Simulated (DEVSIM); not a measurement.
System: abrupt Ge n-p junction, at 300 K.

```
layer (left to right)  material  thickness (μm)  Nd (cm⁻³)  Na (cm⁻³)  τn (s)  τp (s)
---------------------  --------  --------------  ---------  ---------  ------  ------
1                            Ge           0.990     3.6e18          -  3.4e-5  3.4e-5
2                            Ge            21.0          -     9.6e14  3.4e-5  3.4e-5
```

Left contact: ohmic. Right contact: ohmic. Voltage is applied to the left contact. Recombination: SRH at mid-gap, Auger. Mobility is μmin + (μ − μmin)/(1 + (N/Nref)^α).

Constants are typed, rounded textbook-type inputs, not results; the design itself was drawn at random and stands for no fabricated device. Values at 300 K.

| parameter | Ge |
|---|---|
| gap (eV) | 0.664 |
| affinity (eV) | 4 |
| permittivity | 16 |
| Nc (cm⁻³) | 1.04e19 |
| Nv (cm⁻³) | 6e18 |
| μn (cm²/Vs) | 3900 |
| μp (cm²/Vs) | 1900 |
| μn,min | 150 |
| μp,min | 100 |
| Nref,n | 2.6e17 |
| Nref,p | 4e17 |
| αn | 0.56 |
| αp | 0.6 |
| Cn (cm⁶/s) | 1e-31 |
| Cp (cm⁶/s) | 1e-31 |

DEVSIM, 1D drift-diffusion, Boltzmann statistics, complete ionisation; no tunnelling, impact ionisation, image-force lowering or self-heating.

The doping Na of layer 2 was swept, all else fixed.

```csv
doping Na of layer 2 (cm^-3),potential step across the device at zero bias (V),dark forward voltage at 100 A/cm² (V),dark forward voltage at 1 A/cm² (V),largest field in the device at zero bias (V/cm)
2.9e13,0.328,0.298,0.084,88000
9.6e13,0.352,0.300,0.099,88000
2.9e14,0.380,0.303,0.121,88000
9.6e14,0.411,0.310,0.149,88000
2.9e15,0.439,0.322,0.177,89000
9.6e15,0.470,0.341,0.209,91000
2.9e16,0.499,0.366,0.240,98000
```

From the first row to the last the potential step across the device at zero bias goes from 0.328 to 0.499. From the first row to the last the dark forward voltage at 100 A/cm² goes from 0.298 to 0.366.
